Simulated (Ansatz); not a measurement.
We consider zinc-blende LiCl (model structure), described by r²SCAN+rVV10 (Ansatz, a quantum-chemistry and plane-wave program, plane waves, PAW).

Run with plane-wave cutoff 500 eV, 10×10×10 k mesh, gaussian smearing 0.02 eV, scalar-relativistic PAW data made under PBE.

Cell (relaxed at this level):

```
CELL_PARAMETERS angstrom
      0.00000     2.71684     2.71684
      2.71684     0.00000     2.71684
      2.71684     2.71684     0.00000
ATOMIC_POSITIONS crystal
  Li 0.00000 0.00000 0.00000
  Cl 0.25000 0.25000 0.25000
```

Problem. Estimate the band gap that the calculation returns.

Solution. 
band gap: 6.68 eV (on the SCF k mesh)

Note: the relaxation could raise the start's symmetry but not lower it, so the cell can be a saddle point.

A model structure was made by putting elements into a prototype or built by hand; it is no filed structure, need not be a known phase, and can be a saddle point held by its symmetry.
